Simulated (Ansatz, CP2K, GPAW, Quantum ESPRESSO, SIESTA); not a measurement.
# One structure in several programs: Te3Au (P4/mmm, 4 atoms in the cell)

Self-consistent single point, at a second geometry (lattice scaled by 0.98). First geometry:

```xyz
4
Lattice="3.1026 0.0000 0.0000 0.0000 3.1026 0.0000 0.0000 0.0000 12.9395" Properties=species:S:1:pos:R:3 pbc="T T T"
Te     0.0000     0.0000     2.6201
Te     0.0000     0.0000    10.3194
Te     0.0000     0.0000     6.4697
Au     0.0000     0.0000     0.0000
```

Shared settings, as Ansatz (a program for electronic structure) writes them: kpoints.mp_grid.grid = 7 7 2; scf.occupations.method = gaussian; scf.occupations.width = 0.1 eV. Potentials and cutoffs stand in the table.

| code | model | ΔF from the first geometry (meV/atom) | pressure (GPa) | largest force (eV/Å) | cutoff |
|---|---|---|---|---|---|
| GPAW | PBEsol, GPAW PAW datasets PBEsol (made by gpaw-setup) | -2.7 | 1.71 | 0.459 | 550 eV |
| CP2K | PBEsol, GPW, DZVP-MOLOPT-SR-GTH basis, GTH-PBE potentials (GTH_POTENTIALS) | 33.0 | 5.20 | 1.117 | grid 500 Ry |
| Quantum ESPRESSO | PBEsol, GBRV 1.5 ultrasoft (PBESOL) pseudopotentials | 1.3 | 2.15 | 0.612 | 40 Ry |
| Ansatz | PBEsol, PAW files made with PBE | -1.1 | 1.86 | 0.407 | default |
| SIESTA | GGA PBEsol, numerical atomic orbitals DZP, PseudoDojo PBEsol standard norm-conserving potentials (rewritten from UPF to PSML) | 14.4 | 3.50 | 0.803 | grid 300 Ry |

On Ansatz's run: spin-orbit coupling is off.

The spread over the programs that give each value: ΔF from the first geometry within 35.7 meV/atom; pressure within 3.49 GPa; largest force within 0.710 eV/Å.

CP2K and SIESTA use small atom-centred bases, whose incompleteness enters pressures, forces and empty levels differently from a plane-wave cutoff. Ansatz's pressure is given at a fixed set of plane waves, as the other plane-wave codes print theirs; with its correction for the finite basis it is 1.90 GPa. In the pressure, CP2K (by 3.34) and SIESTA (by 1.63) lie more than 1 GPa from the median of the plane-wave programs. In the force vectors, CP2K (by 0.658), Quantum ESPRESSO (by 0.152) and SIESTA (by 0.344) lie more than 0.08 eV/Å from the median of the plane-wave programs.

The starting cell comes from a database of computed structures (which also holds hypothetical and non-ambient phases and stackings), without a prior relaxation at this level. For this run, on top of that: lattice scaled by 0.98.

Left out of this page: Elk (not drawn, or without a comparable value); FLEUR (with a known weakness of the program).

Keys are those of Ansatz 0.2.
